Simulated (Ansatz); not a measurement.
Structures of equal composition on the (000-1) surface of 4H silicon carbide (C plane on top): (√3x√3)R30° Ag adatom at H3; (√3x√3)R30° Ag adatom at T4. The slabs share one bottom face, and each structure is named by its start. These are constructed structures in small cells; real faces may alloy, dewet or reconstruct in larger ones, and not all known structures of the face are among them. Slabs of about 11 Å with all that they carry, Fermi-Dirac smearing of 0.025 eV. Bottom of the slabs: H caps. Relaxed from the named starts with such symmetry as they have, on meshes of like density; energies extrapolated to zero smearing; no spin-orbit coupling, no U. Spin-polarised runs, if any, are marked in brackets, and their order is one that fits the cell; the others ran without spin. Where a second, spin-polarised start was run, the lower counts.

Host crystal: 4H silicon carbide, with a band gap (PBE, scalar-relativistic without spin-orbit coupling).

Method: PBE (plane waves to 420 eV, PAW; Ansatz, a quantum-chemistry and plane-wave program).

Problem. Rank these by energy per 1x1 cell (lowest first), as PBE gives it.

Solution. (√3x√3)R30° Ag adatom at H3 (0.000 eV, no gap over 0.04 eV on the mesh), (√3x√3)R30° Ag adatom at T4 (0.036 eV, no gap over 0.04 eV on the mesh)
